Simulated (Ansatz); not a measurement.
The starting structures come from a database of crystals and need not be the phases stable at ambient conditions.

The decay constant κ of evanescent states in the gap governs leakage through a thin film.

Consider the following.

```
CELL_PARAMETERS angstrom
      6.27048     0.00000     0.00000
     -3.13524     8.00254     0.00000
      0.00000    -2.73482     6.02427
ATOMIC_POSITIONS crystal
  K  0.67640 0.35280 0.91844
  K  0.32360 0.64720 0.08156
  K  0.82360 0.64720 0.56564
  K  0.17640 0.35280 0.43436
  Na 0.25000 0.00000 0.50000
  Na 0.75000 0.00000 0.50000
  Al 0.75000 0.00000 0.00000
  Al 0.25000 0.00000 0.00000
  P  0.40928 0.81856 0.71139
  P  0.59072 0.18144 0.28861
  P  0.09072 0.18144 0.89283
  P  0.90928 0.81856 0.10717
```

Space group of this cell: Ibam. The cell is taken as given.

Transport runs along the normal of the first two printed cell vectors.

The gap is the functional's own. No spin-orbit coupling. Mid-gap values are interpolated on the energy grid.

Q: Estimate the band gap and the smallest decay constant κ at mid-gap that r2SCAN (Ansatz, an electronic-structure program) returns for this system.

A: Gap 2.09 eV on a 6×6×6 mesh; κ = 0.196 1/Å, at the zone centre.
